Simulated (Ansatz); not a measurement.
How the equilibrium volume per atom of PtGe2 (model structure, started from the Al2Cu type, I4/mcm, No. 140, 6 atoms in the cell) moves with the method

No measured value is used here.

| level (code) | value (Å³/atom) |
|---|---|
| PBE (Ansatz) | 17.52 |
| PBEsol (Ansatz) | 16.75 |
| PBE-D3(BJ) (Ansatz) | ? |

Question: What belongs in the gaps?

Answer: 
- PBE-D3(BJ) (Ansatz, an electronic-structure program), value (Å³/atom): 16.87

Density-functional levels without +SOC have no spin–orbit coupling. Ansatz's density-functional and Hartree–Fock values are scalar-relativistic unless marked +SOC, with PAW data made under PBE.

A model structure was made by putting elements into a prototype or built by hand; it is no filed structure, need not be a known phase, and can be a saddle point held by its symmetry.
